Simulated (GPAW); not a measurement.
**Worked example: self-consistent single point of SrYMg6 (Amm2, 8 atoms in the cell) in GPAW**

Method: LDA (Perdew-Wang 92), GPAW PAW datasets LDA (gpaw-data 1.0.1) (plane waves; GPAW 25.7.0).

The input file:

```python
from ase import Atoms
from ase.units import GPa
from gpaw import GPAW

atoms = Atoms(['Sr', 'Y', 'Mg', 'Mg', 'Mg', 'Mg', 'Mg', 'Mg'],
              cell=[[5.260140, 0.000000, 0.000000],
                    [0.000000, 3.546355, 5.843935],
                    [0.000000, -3.546355, 5.843935]],
              positions=[[0.000000, 0.000000, 6.990749],
                         [2.630070, 0.000000, 10.565016],
                         [2.630070, -1.971490, 7.762616],
                         [2.630070, 1.971490, 7.762616],
                         [2.630070, -0.000000, 4.743171],
                         [0.000000, -1.639267, 3.978200],
                         [0.000000, 1.639267, 3.978200],
                         [0.000000, -0.000000, 0.971028]],
              pbc=True)

calc = GPAW(mode={'name': 'pw', 'ecut': 850},
            xc='LDA',
            kpts={'size': (4, 3, 3), 'gamma': True},
            occupations={'name': 'fermi-dirac', 'width': 0.1},
            nbands=-16,
            convergence={'forces': 0.001},
            symmetry={'symmorphic': False, 'tolerance': 0.0005},
            maxiter=150,
            txt='-')

atoms.calc = calc

energy = atoms.get_potential_energy()
print('Energy (eV):', round(energy, 6))
forces = atoms.get_forces()
print('Forces (eV/Ang):')
print(forces.round(5))
stress = atoms.get_stress()
print('Stress (GPa, Voigt):', (stress / GPa).round(4))
```

Output (repeated stretches shortened):

```
Input parameters:
  convergence: {forces: 0.001}
  kpts: {gamma: True,
         size: (4, 3, 3)}
  maxiter: 150
  mode: {ecut: 850,
         name: pw}
  nbands: -16
  occupations: {name: fermi-dirac,
                width: 0.1}
  symmetry: {symmorphic: False,
             tolerance: 0.0005}

species:
  Sr:
    name: Strontium
    Z: 38.0
    valence: 10
    core: 28
    charge: 0.0
    file: Sr.LDA.gz

    # Using partial waves for Sr as LCAO basis

  Y:
    name: Yttrium
    Z: 39.0
    valence: 11
    core: 28
    charge: 0.0
    file: Y.LDA.gz

    # Using partial waves for Y as LCAO basis

  Mg:
    name: Magnesium
    Z: 12.0
    valence: 10
    core: 2
    charge: 0.0
    file: Mg.LDA.gz

    # Using partial waves for Mg as LCAO basis

Reference energy: -210948.001587  # eV

Spin-paired calculation

Convergence criteria:
 Maximum [total energy] change in last 3 cyles: 0.0005 eV / valence electron
 Maximum integral of absolute [dens]ity change: 0.0001 electrons / valence electron
 Maximum integral of absolute [eigenst]ate change: 4e-08 eV^2 / valence electron
 Maximum change in the atomic [forces] across last 2 cycles: 0.001 eV/Ang OR
Maximum error relative to the maximum force is below inf
 Maximum number of scf [iter]ations: 150

Symmetries present (total): 4
Symmetries with fractional translations: 0
36 k-points: 4 x 3 x 3 Monkhorst-Pack grid + [1/8,0.000000,0.000000]
12 k-points in the irreducible part of the Brillouin zone
       k-points in crystal coordinates                weights
   0:     0.00000000    0.00000000    0.00000000          1/36
   1:     0.00000000    0.33333333   -0.33333333          2/36
   2:     0.00000000    0.33333333    0.00000000          4/36
   [... 7 lines left out ...]
          ...
  11:     0.50000000    0.33333333    0.33333333          2/36

Wave functions: Plane wave expansion
  Cutoff energy: 850.000 eV
  Number of coefficients (min, max): 12226, 12290
  Pulay-stress correction: 0.000000 eV/Ang^3 (de/decut=0.000000)

Occupation numbers: Fermi-Dirac:
  width: 0.1000  # eV

Eigensolver

Densities:
  Coarse grid: 36*48*48 grid
  Fine grid: 72*96*96 grid
  Total Charge: 0.000000

Density mixing:
  Method: separate
  Backend: pulay
  Linear mixing parameter: 0.05
  old densities: 5
  Damping of long wavelength oscillations: 50

Hamiltonian:
  XC and Coulomb potentials evaluated on a 72*96*96 grid
  External potential:
    NoExternalPotential

Number of atoms: 8
Number of atomic orbitals: 66
Number of bands in calculation: 56
Number of valence electrons: 81
Bands to converge: occupied

Density initialized from atomic densities
  56 bands from LCAO basis set

Atomic positions and initial magnetic moments

Positions:
   0 Sr     0.000000    0.000000    6.990749    ( 0.0000,  0.0000,  0.0000)
   1 Y      2.630070    0.000000   10.565016    ( 0.0000,  0.0000,  0.0000)
   2 Mg     2.630070   -1.971490    7.762616    ( 0.0000,  0.0000,  0.0000)
   3 Mg     2.630070    1.971490    7.762616    ( 0.0000,  0.0000,  0.0000)
   4 Mg     2.630070   -0.000000    4.743171    ( 0.0000,  0.0000,  0.0000)
   5 Mg     0.000000   -1.639267    3.978200    ( 0.0000,  0.0000,  0.0000)
   6 Mg     0.000000    1.639267    3.978200    ( 0.0000,  0.0000,  0.0000)
   7 Mg     0.000000   -0.000000    0.971028    ( 0.0000,  0.0000,  0.0000)

Unit cell:
           periodic     x           y           z      points  spacing
  1. axis:    yes    5.260140    0.000000    0.000000    36     0.1461
  2. axis:    yes    0.000000    3.546355    5.843935    48     0.1263
  3. axis:    yes    0.000000   -3.546355    5.843935    48     0.1263

  Lengths:   5.260140   6.835804   6.835804
  Angles:   62.502410  90.000000  90.000000

Effective grid spacing dv^(1/3) = 0.1380

     iter     time        total  log10-change:
                         energy   eigst   dens  force
iter:   1 --:--:--   -18.790423
iter:   2 --:--:--   -18.969451   -0.52  -1.53
iter:   3 --:--:--   -18.916486   -1.57  -1.57
iter:   4 --:--:--   -18.872233   -2.00  -1.66
iter:   5 --:--:--   -18.859782   -2.89  -2.03
iter:   6 --:--:--   -18.857759c  -3.63  -2.35
iter:   7 --:--:--   -18.845083c  -3.46  -2.50
iter:   8 --:--:--   -18.844460c  -4.45  -2.85
iter:   9 --:--:--   -18.843120c  -4.55  -2.95
iter:  10 --:--:--   -18.843097c  -5.35  -3.32
iter:  11 --:--:--   -18.842971c  -5.95  -3.40
iter:  12 --:--:--   -18.842928c  -6.65  -3.48
iter:  13 --:--:--   -18.842806c  -6.07  -3.53
iter:  14 --:--:--   -18.842797c  -7.11  -3.88
iter:  15 --:--:--   -18.842836c  -6.26  -3.91
iter:  16 --:--:--   -18.842829c  -7.69c -4.52c
iter:  17 --:--:--   -18.842817c  -7.75c -4.65c -2.89
iter:  18 --:--:--   -18.842826c  -8.09c -4.74c -2.64
iter:  19 --:--:--   -18.842823c  -9.06c -4.82c -3.26c

Converged after 19 iterations.

Dipole moment: (-0.000000, -0.000000, 10.042198) |e|*Ang

Energy contributions relative to reference atoms: (reference = -210948.001587)

Kinetic:        -17.332758
Potential:      +26.096309
External:        +0.000000
XC:             -26.661467
Entropy (-ST):   -0.192450
Local:           -0.848682
SIC:             +0.000000
--------------------------
Free energy:    -18.939047
Extrapolated:   -18.842823

Showing only first 2 kpts
 Kpt  Band  Eigenvalues  Occupancy
  0    38      2.73084    1.99994
  0    39      3.17512    1.99460
  0    40      3.86946    0.52527
  0    41      4.32651    0.00735

  1    38      3.29094    1.98289
  1    39      3.90459    0.40089
  1    40      4.00807    0.16356
  1    41      4.20395    0.02481

Fermi level: 3.76623

No gap
No difference between direct/indirect transitions
Energy (eV): -18.842823

Forces in eV/Ang:
  0 Sr    0.00000    0.00000    0.01037
  1 Y     0.00000    0.00000    0.05124
  2 Mg    0.00000    0.00835    0.02068
  3 Mg   -0.00000   -0.00835    0.02068
  4 Mg    0.00000    0.00000    0.06874
  5 Mg    0.00000   -0.08092   -0.03614
  6 Mg    0.00000    0.08092   -0.03614
  7 Mg    0.00000    0.00000   -0.09930

Stress tensor:
     0.014734     0.000000     0.000000
     0.000000     0.013652     0.000000
     0.000000     0.000000     0.014537
Stress (GPa, Voigt): [2.3607 2.1872 2.3291 0.     0.     0.    ]
```

The run converged in 19 iterations. GPAW prints stress with tension positive.

The starting cell comes from a database of computed structures (which also holds hypothetical and non-ambient phases and stackings), without a prior relaxation at this level.

Cost on one core of a shared machine: roughly 4 min.
